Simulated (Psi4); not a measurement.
Psi4 1.11, unrestricted WB97X/def2-svp: digermane anion ([GeH3][GeH3]), charge -1, multiplicity 2, 8 atoms. The geometry is a generated start, not checked to be a minimum at this level.

```
Quantity                             Result
--------------------------  ---------------
task                                 energy
method                                wb97x
basis                              def2-svp
memory                                 3 GB
maxiter                                 100
keys of the molecule block      symmetry c1
scf_type                       df (default)
e_convergence               1e-06 (default)
d_convergence               1e-06 (default)
dft_radial_points              75 (default)
dft_spherical_points          302 (default)
basis functions                          94
grid points                          172941
```

```xyz
8

Ge    -1.1754     0.1168    -0.0203
Ge     1.1759    -0.1166     0.0202
H     -1.8299    -0.6885    -1.1007
H     -1.6259     1.5279    -0.2441
H     -1.8330    -0.3147     1.2546
H      1.6274    -1.4549     0.5193
H      1.8534     0.8891     0.8999
H      1.8074     0.0411    -1.3290
```

Charge -1 and multiplicity 2 are set for this test and not shown to be the ground state.

With the defaults (guess = auto, which took SAD, damping_percentage = 0, diis = true, scf_initial_accelerator = adiis, level_shift = 0, level_shift_cutoff = 0.01, diis_max_vecs = 10, diis_start = 1) it converges in 14 SCF iterations. One run each on 2 threads, with these changes:
- guess = core
- diis_max_vecs = 3
- guess = huckel
- damping_percentage = 60
- guess = gwh
- damping_percentage = 60, diis = false, scf_initial_accelerator = none
- level_shift = 0.5, level_shift_cutoff = 0.001
- scf_initial_accelerator = none
- diis_start = 4

Which runs fail or end elsewhere than the default run?

No convergence: damping_percentage = 60; damping_percentage = 60, diis = false, scf_initial_accelerator = none (the run ends without SCF convergence in 100 iterations). Another solution: guess = gwh (1400 meV higher). The rest reach the solution of the defaults.

| setting | SCF iterations | end |
|---|---|---|
| the defaults | 14 | same solution |
| scf_initial_accelerator = none | 14 | same solution |
| level_shift = 0.5, level_shift_cutoff = 0.001 | 15 | same solution |
| guess = huckel | 15 | same solution |
| guess = core | 17 | same solution |
| diis_start = 4 | 18 | same solution |
| diis_max_vecs = 3 | 20 | same solution |
| guess = gwh | 28 | other solution, 1400 meV higher |
| damping_percentage = 60 | 100 | no convergence |
| damping_percentage = 60, diis = false, scf_initial_accelerator = none | 100 | no convergence |

3 further runs of the study ended by our limits or in an error and are left out.
